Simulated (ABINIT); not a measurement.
# Converging the plane-wave cutoff: Sr (Fm-3m, 1 atom in the cell)

```xyz
1
Lattice="0.0000 3.0309 3.0309 3.0309 0.0000 3.0309 3.0309 3.0309 0.0000" Properties=species:S:1:pos:R:3 pbc="T T T"
Sr     0.0000     0.0000     0.0000
```

Method of the run: PBE, norm-conserving pseudopotentials (PseudoDojo nc-sr-05 PBE standard) (plane waves; ABINIT).

Base settings: pseudos = [Sr.upf]; ecut = 34 Ha; ixc = 11; occopt = 3; tsmear = 0.1 eV; ngkpt = 3 3 3; nshiftk = 1; shiftk = 0 0 0; potentials = PseudoDojo nc-sr-05 PBE standard; nband = 10.

The second cell is the first with its lattice scaled by 0.98.

The mesh stays at the base's, so the ladder's end is converged at best in this setting alone.

Only quantities that move along the ladder and can be compared are tabulated; the gap is left out on so coarse a mesh.

The count of work is k-points × plane waves × bands × iterations; it is no time. 

The starting cell has typed, rounded lattice constants, without a prior relaxation at this level. Its lattice was rescaled by up to half a per cent.

```tsv
ecut	free energy less the last step's (meV/atom)	energy of the compressed cell less the first (meV/atom)	pressure (GPa)	count of work / last
12 Ha	3373.13	22.07	-19.51	0.051
14 Ha	1931.64	23.59	-14.40	0.064
15 Ha	1489.53	-6.01	-12.21	0.070
17 Ha	788.60	22.98	-7.83	0.086
19 Ha	416.75	2.05	-4.82	0.100
20 Ha	281.02	22.45	-3.50	0.11
24 Ha	61.53	14.76	-0.84	0.14
27 Ha	15.76	16.29	-0.04	0.17
31 Ha	1.86	16.55	0.31	0.21
34 Ha	0.71	16.52	0.36	0.24
37 Ha	0.62	16.52	0.36	0.27
41 Ha	0.49	16.51	0.36	0.32
46 Ha	0.39	16.52	0.36	0.38
51 Ha	0.37	16.52	0.36	0.44
60 Ha	0.19	16.51	0.36	0.56
68 Ha	0.09	16.51	0.36	0.68
82 Ha	0.00	16.51	0.36	1.0
```

Coarsest ecut that holds the energy of the compressed cell less the first within 0.5 meV/atom of the last step, with all finer ones: 27 Ha, at 0.17 of the last step's count of work; the step before is off by 1.7 meV/atom.

Coarsest ecut that holds the pressure within 0.1 GPa of the last step, with all finer ones: 31 Ha, at 0.21 of the last step's count of work; the step before is off by 0.40 GPa.

Coarsest ecut that holds the free energy within 5 meV/atom of the last step, with all finer ones: 31 Ha, at 0.21 of the last step's count of work; the step before is off by 16 meV/atom.

The energy difference between the two cells stays within 1 meV/atom of the last step's from 27 Ha on, the total only from 34 Ha on: much of the error is common to both cells and cancels.

At the lowest cutoff the pressure lies 19.9 GPa under the last step's, the usual sign of Pulay stress in an incomplete plane-wave basis.
